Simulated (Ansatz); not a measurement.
Consider HgS in the zinc blende structure (space group F-43m, No. 216; a = 5.8759 Å).

The change: Cd takes the place of Hg on all its sites, then cell and atoms are relaxed.

Levels (all Ansatz, a first-principles code, PAW): PBEsol (420 eV, no spin-orbit coupling); HSE06+SOC (420 eV, spin-orbit coupling included).

The geometry is relaxed with PBEsol.

| Property | Result |
|---|---|
| PBEsol lowest conduction level above the VBM at special points | Γ 1.01 eV; L 2.89 eV; X 3.39 eV |
| PBEsol valence-band top at Γ | 0.00, 0.00, 0.00 eV |

Q: How does going to HSE06+SOC change the lowest conduction level above the VBM at special points and valence-band top at Γ?

A: The lowest conduction level above the VBM at special points changes from Γ 1.01 eV; L 2.89 eV; X 3.39 eV to Γ 2.15 eV; L 4.09 eV; X 4.42 eV; the valence-band top at Γ (three highest Kramers pairs, from the VBM) goes from 0.00, 0.00, 0.00 eV to 0.00, 0.00, -0.06 eV. The threefold valence maximum splits by Δso ≈ 0.06 eV.

Single points use the geometry relaxed with PBEsol. Differences between runs with and without spin-orbit coupling are approximate. The levels and masses belong to the bands next to the band gap. Whether these cells are dynamically stable was not tested. The runs without spin-orbit coupling are not spin-polarised.
